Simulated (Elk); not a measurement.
A self-consistent single point of MgAu (Pm-3m, 2 atoms in the cell) with Elk

Method of the run: PBEsol, all-electron FP-LAPW, Elk's shipped species files, default APW+lo basis (Elk).

Input:

```
tasks
  0

xctype
  22

rgkmax
  7.0

stype
  0

swidth
  0.00367493

avec
    6.1199026210    0.0000000000    0.0000000000
    0.0000000000    6.1199026210    0.0000000000
    0.0000000000    0.0000000000    6.1199026210

atoms
  2   : nspecies
  'Mg.in'   : spfname
  1   : natoms; atposl, bfcmt below
  0.5000000000  0.5000000000  0.5000000000    0.0 0.0 0.0
  'Au.in'   : spfname
  1   : natoms; atposl, bfcmt below
  0.0000000000  0.0000000000  0.0000000000    0.0 0.0 0.0

ngridk
  7 7 7
```

Output, abridged:

```
│ Elk code version 10.2.4 │

All units are atomic (Hartree, Bohr, etc.)

│ Ground-state run starting from atomic densities │

Lattice vectors :
   6.119902621       0.000000000       0.000000000
   0.000000000       6.119902621       0.000000000
   0.000000000       0.000000000       6.119902621

Unit cell volume      :    229.2099864
Brillouin zone volume :    1.082196362

Muffin-tin inner radius fraction :   0.1000000000E-01

Nuclei treated as point charges

Species :    1 (Mg)
 parameters loaded from : Mg.in
 name : magnesium
 nuclear charge    :   -12.00000000
 electronic charge :    12.00000000
 atomic mass :    44305.30462
 muffin-tin radius :    2.200000000
 number of radial points in muffin-tin :    397
 atomic positions (lattice), magnetic fields (Cartesian) :
   1 :   0.00000000  0.00000000  0.00000000    0.00000000  0.00000000  0.00000000

Species :    2 (Au)
 parameters loaded from : Au.in
 name : gold
 nuclear charge    :   -79.00000000
 electronic charge :    79.00000000
 atomic mass :    359048.0559
 muffin-tin radius :    2.800000000
 number of radial points in muffin-tin :    697
 atomic positions (lattice), magnetic fields (Cartesian) :
   1 :   0.50000000  0.50000000  0.50000000    0.00000000  0.00000000  0.00000000

Total number of atoms per unit cell :    2

Spin treatment :
 spin-unpolarised

Number of Bravais lattice symmetries :   48
Number of crystal symmetries         :   48
Crystal has inversion symmetry
Real symmetric eigensolver will be used

k-point grid :      7     7     7
k-point offset :    0.000000000       0.000000000       0.000000000
k-point set is reduced with full crystal symmetry group
Total number of k-points :       20

Muffin-tin radius times maximum |G+k| :    7.000000000
 using average radius
Maximum |G+k| for APW functions       :    2.800000000
Maximum (1/2)|G+k|²                   :    3.920000000
Maximum |G| for potential and density :    12.00000000
 potential will be trimmed for |G| > 2 gkmax
Constant for pseudocharge density :    8
Radial integration step length :    4

G-vector grid sizes :     24    24    24
Number of G-vectors :     6667

Maximum angular momentum used for
 APW functions                      :    8
 outer part of muffin-tin           :    6
 inner part of muffin-tin           :    1

Total nuclear charge    :   -91.00000000
Total core charge       :    50.00000000
Total valence charge    :    41.00000000
Total excess charge     :    0.000000000
Total electronic charge :    91.00000000

Effective Wigner radius, rₛ :   0.8440493593

Number of empty states         :    8
Total number of valence states :   29
Total number of core states    :   50

Total number of local-orbitals :   39

Exchange-correlation functional :     22     0     0
 PBEsol, Phys. Rev. Lett. 100, 136406 (2008)
 gradient requirement :    1
 generalised gradient approximation (GGA)

Smearing type :    0
 Gaussian
Smearing width :   0.3674930000E-02
Effective electronic temperature (K) :    1160.451112

Mixing type :    3
 Broyden mixing, J. Phys. A: Math. Gen. 17, L317 (1984)

Kohn-Sham potential initialised from atomic data

│ Self-consistent loop started │
│ Loop number : 1 │
 total energy                :     -19224.5444203
│ Loop number : 2 │
 total energy                :     -19225.2385672
RMS change in Kohn-Sham potential (target) :   0.6428341124     (  0.1000000000E-05)
Absolute change in total energy (target)   :   0.6941469385     (  0.1000000000E-03)
│ Loop number : 3 │
 total energy                :     -19226.5304295
RMS change in Kohn-Sham potential (target) :   0.6154990464     (  0.1000000000E-05)
Absolute change in total energy (target)   :    1.465398998     (  0.1000000000E-03)
│ Loop number : 4 │
 total energy                :     -19221.8339004
RMS change in Kohn-Sham potential (target) :   0.4676703262     (  0.1000000000E-05)
Absolute change in total energy (target)   :    4.330179308     (  0.1000000000E-03)
│ Loop number : 5 │
 total energy                :     -19238.0768212
RMS change in Kohn-Sham potential (target) :   0.1347328062     (  0.1000000000E-05)
Absolute change in total energy (target)   :    15.16037602     (  0.1000000000E-03)
│ Loop number : 6 │
 total energy                :     -19241.6100010
RMS change in Kohn-Sham potential (target) :   0.3299086898E-01 (  0.1000000000E-05)
Absolute change in total energy (target)   :    7.323273720     (  0.1000000000E-03)
│ Loop number : 7 │
 total energy                :     -19242.6603930
RMS change in Kohn-Sham potential (target) :   0.1252145161E-02 (  0.1000000000E-05)
Absolute change in total energy (target)   :    2.881210448     (  0.1000000000E-03)
│ Loop number : 8 │
 total energy                :     -19242.7033114
RMS change in Kohn-Sham potential (target) :   0.7617844172E-03 (  0.1000000000E-05)
Absolute change in total energy (target)   :   0.7632210104     (  0.1000000000E-03)
│ Loop number : 9 │
 total energy                :     -19242.6832929
RMS change in Kohn-Sham potential (target) :   0.1044354695E-03 (  0.1000000000E-05)
Absolute change in total energy (target)   :   0.1707867347     (  0.1000000000E-03)
│ Loop number : 10 │
 total energy                :     -19242.6867535
RMS change in Kohn-Sham potential (target) :   0.4461353538E-04 (  0.1000000000E-05)
Absolute change in total energy (target)   :   0.4615737155E-01 (  0.1000000000E-03)
│ Loop number : 11 │
 total energy                :     -19242.6911524
RMS change in Kohn-Sham potential (target) :   0.1177523672E-04 (  0.1000000000E-05)
Absolute change in total energy (target)   :   0.1593815708E-01 (  0.1000000000E-03)
│ Loop number : 12 │
 total energy                :     -19242.6906591
RMS change in Kohn-Sham potential (target) :   0.5361429031E-05 (  0.1000000000E-05)
Absolute change in total energy (target)   :   0.3491285519E-02 (  0.1000000000E-03)
│ Loop number : 13 │
 total energy                :     -19242.6902959
RMS change in Kohn-Sham potential (target) :   0.5959826975E-06 (  0.1000000000E-05)
Absolute change in total energy (target)   :   0.5095922024E-03 (  0.1000000000E-03)
│ Loop number : 14 │
 total energy                :     -19242.6902887
RMS change in Kohn-Sham potential (target) :   0.2125415050E-06 (  0.1000000000E-05)
Absolute change in total energy (target)   :   0.1202554340E-03 (  0.1000000000E-03)
│ Loop number : 15 │
 total energy                :     -19242.6902757
RMS change in Kohn-Sham potential (target) :   0.3702811465E-07 (  0.1000000000E-05)
Absolute change in total energy (target)   :   0.1703645466E-04 (  0.1000000000E-03)
Convergence targets achieved

│ Loop number : 16 │

Energies :
 Fermi                       :     0.255552844035
 sum of eigenvalues          :     -11823.7831604
 electron kinetic            :      22079.3303744
 core electron kinetic       :      21129.9560135
 Coulomb                     :     -40945.6895140
 Coulomb potential           :     -33407.6987542
 nuclear-nuclear             :     -1297.07132486
 electron-nuclear            :     -45889.5376241
 Hartree                     :      6240.91943495
 Madelung                    :     -24241.8401369
 xc potential                :     -495.414780533
 exchange                    :     -370.399452926
 correlation                 :     -5.93168161785
 total energy                :     -19242.6902742

Density of states at Fermi energy :    20.75544924
 (states/Hartree/unit cell)

Estimated indirect band gap :   0.1236786729E-01
 from k-point     20 to k-point     18
Estimated direct band gap   :   0.4657630817E-01
 at k-point     16

Charges :
 core                        :    50.00000000
 valence                     :    41.00000000
 interstitial                :    2.063686076
 muffin-tins (core leakage)
  species :    1 (Mg)
   atom    1                 :    10.54066259     (  0.2220446049E-15)
  species :    2 (Au)
   atom    1                 :    78.39565133     (  0.9844289704E-04)
 total in muffin-tins        :    88.93631392
 total calculated charge     :    90.98916130
 total charge                :    91.00000000
 error                       :   0.1083869906E-01

│ Self-consistent loop stopped │
```

The run converged in 16 iterations. The count includes the last loop, which Elk runs after its targets are met.

The starting cell comes from a database of computed structures (which also holds hypothetical and non-ambient phases and stackings), without a prior relaxation at this level. Its lattice was rescaled by a random factor within 2.5 % of one. Spin-orbit coupling is off. Values depend on the basis (sphere radii, cutoffs, local orbitals), which need not be converged. The log's line on a gap gives a spacing of levels on this mesh, which the program prints for metals too.
